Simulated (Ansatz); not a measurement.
Consider the following.

End structure of a constructed model of the (111)A surface of 3C silicon carbide, Si-terminated, 2x2 C adatom at T4 (bottom of the slab: 4 H on 4 bottom sites):

```
CELL_PARAMETERS angstrom
      6.19426     0.00000     0.00000
     -3.09713     5.36438     0.00000
      0.00000     0.00000    26.50000
ATOMIC_POSITIONS crystal
  C  0.00000 0.00000 0.34762
  C  0.50000 0.00000 0.34762
  C  0.00000 0.50000 0.34762
  C  0.50000 0.50000 0.34762
  Si 0.33333 0.16667 0.37147
  Si 0.83333 0.16667 0.37147
  Si 0.33333 0.66667 0.37147
  Si 0.83333 0.66667 0.37147
  C  0.33324 0.16676 0.44318
  C  0.83351 0.16676 0.44318
  C  0.33324 0.66649 0.44318
  C  0.83333 0.66667 0.44219
  Si 0.16667 0.33333 0.46759
  Si 0.66801 0.33601 0.46651
  Si 0.16399 0.83199 0.46651
  Si 0.66801 0.83199 0.46651
  C  0.16667 0.33333 0.53958
  C  0.66883 0.33766 0.53806
  C  0.16234 0.83117 0.53806
  C  0.66883 0.83117 0.53806
  Si 0.99967 0.99935 0.56402
  Si 0.50000 0.00000 0.55650
  Si 0.99967 0.50033 0.56402
  Si 0.50065 0.50033 0.56402
  C  0.99779 0.99557 0.63769
  C  0.50000 0.00000 0.62411
  C  0.99779 0.50221 0.63769
  C  0.50443 0.50221 0.63769
  Si 0.33756 0.16244 0.65464
  Si 0.82489 0.16244 0.65464
  Si 0.33756 0.67511 0.65464
  Si 0.83333 0.66667 0.67234
  H  0.00032 0.00064 0.30599
  H  0.50000 0.00000 0.30599
  H  0.00032 0.49968 0.30599
  H  0.49936 0.49968 0.30599
  C  0.50000 0.00000 0.68700
```

Set-up: 37 atoms, 10.3 Å thick at the start with caps and adatoms (thin: gaps and levels are the slab's own); mesh 3x3x1; 0.025 eV smearing; dipole correction on; single point; on the structure that PBE left under its start's symmetry; no spin, no spin-orbit, no U. In PBE it lies 0.04 eV a 1x1 cell over the lowest computed structure of the same composition (2x2 C adatom at H3).

Problem. Estimate the highest filled level below the top vacuum level that Ansatz (a first-principles code) with HSE06, at the PBE geometry returns for this input.

Solution. 5.35 eV

Problem. What gap of the slab on its k-mesh does HSE06, at the PBE geometry give?

Solution. 1.15 eV
